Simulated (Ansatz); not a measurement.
Computed with PBE (plane waves to 420 eV, PAW; Ansatz, a program for electronic structure).

Electrostatic potential energy of an electron, averaged over planes parallel to the surface, in eV from the Fermi level, for the (30-32) surface of hcp Zr in its 1x1 cell, outermost plane spacing 0.88 Å in the ideal cut:

| z (Å) | V (eV) |
|---|---|
| 4.04 | 3.79 |
| 4.33 | 3.79 |
| 4.62 | 3.78 |
| 4.91 | 3.78 |
| 5.20 | 3.76 |
| 5.49 | 3.74 |
| 5.78 | 3.70 |
| 6.07 | 3.62 |
| 6.36 | 3.47 |
| 6.64 | 3.21 |
| 6.93 | 2.74 |
| 7.22 | 1.91 |
| 7.51 | 0.36 |
| 7.80 | -2.23 |
| 8.09 | -4.90 |
| 8.38 | -6.85 |
| 8.67 | -8.18 |
| 8.96 | -8.63 |
| 9.24 | -8.89 |
| 9.53 | -9.29 |
| 9.82 | -9.00 |
| 10.11 | -8.71 |
| 10.40 | -8.77 |
| 10.69 | -8.52 |
| 10.98 | -8.60 |
| 11.27 | -8.83 |
| 11.56 | -8.55 |
| 11.84 | -8.50 |
| 12.13 | -8.50 |
| 12.42 | -8.00 |
| 12.71 | -7.65 |
| 13.00 | -7.65 |
| 13.29 | -7.65 |
| 13.58 | -8.00 |
| 13.87 | -8.50 |
| 14.16 | -8.50 |
| 14.44 | -8.55 |
| 14.73 | -8.83 |
| 15.02 | -8.60 |
| 15.31 | -8.52 |
| 15.60 | -8.77 |
| 15.89 | -8.71 |
| 16.18 | -9.01 |
| 16.47 | -9.29 |
| 16.76 | -8.89 |
| 17.04 | -8.63 |
| 17.33 | -8.18 |
| 17.62 | -6.85 |
| 17.91 | -4.90 |
| 18.20 | -2.23 |
| 18.49 | 0.36 |
| 18.78 | 1.91 |
| 19.07 | 2.74 |
| 19.36 | 3.21 |
| 19.64 | 3.47 |
| 19.93 | 3.62 |
| 20.22 | 3.70 |
| 20.51 | 3.74 |
| 20.80 | 3.76 |
| 21.09 | 3.78 |
| 21.38 | 3.78 |
| 21.67 | 3.79 |
| 21.96 | 3.79 |

Model: 24-atom slab, 9.7 Å thick at the start (thin: gaps and levels are the slab's own), 12x3x1 mesh, Fermi-Dirac 0.1 eV, dipole correction, all atoms relaxed; symmetry of the start imposed; no spin, no spin-orbit, no U.

The vacuum level lies 3.79 eV above the Fermi level over the top face and 3.79 eV above it under the bottom face.
